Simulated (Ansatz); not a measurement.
Functionals compared on a constructed model of the (100) surface of fcc Pt, a pseudomorphic layer of Os in the host's stacking (bottom of the slab: a bare face, its two planes held), in Ansatz (plane waves, PAW). The structure was relaxed with PBE; the other rows are single points on it. Cutoff 420 eV (500 eV for r2SCAN).

Slab: 7 atoms, 12.1 Å thick at the start; k 13x13x1, smearing 0.1 eV, dipole-corrected; 2 atoms held, the rest relaxed; held to the start's symmetry, so lower structures may exist; no spin, no spin-orbit, no U. It is one candidate, not shown to be the stable structure of the face. These notes are the PBE run's.

```csv
functional,work function of the top face (eV),rough cost of the single point
PBE,5.58,–
RPBE,5.44,roughly 26 core-seconds
r2SCAN,5.69,very roughly 60 core-seconds
```

Ansatz is a program for electronic structure.
